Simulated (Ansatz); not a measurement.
The reference is CoPdO₂ (space group R-3m, No. 166; a = 2.8253 Å, c = 17.7618 Å (hexagonal axes); not spin-polarised; relaxed with 0.1 eV smearing). Axes: x lies along a and z along c of the hexagonal cell.

Computed with r2SCAN (Ansatz, a program for electronic structure; PAW; 500 eV plane waves; spin-orbit coupling left out), earlier PAW set.

Now apply this change: uniaxial strain ε_yy = +0.36 %, all other strain components held at zero; the atoms relax in the strained cell.

Q: How does this affect the energy relative to the base and stress?

A: The energy hardly moves; the stress (xx, yy, zz, yz, xz, xy; compression positive) is (-0.5, -1.2, -0.5, 0.0, 0.0, 0.0) GPa.

No phonon test of stability was made. Seeded moments were not kept for the base. No Hubbard U is applied and the magnetic state is the run's own (CoPdO2 not spin-polarised; CoPdO2 non-magnetic); other magnetic orders, which need larger cells, were not tried and can change the gap. All final runs are without spin polarisation. An odd electron count without spin: CoPdO2.
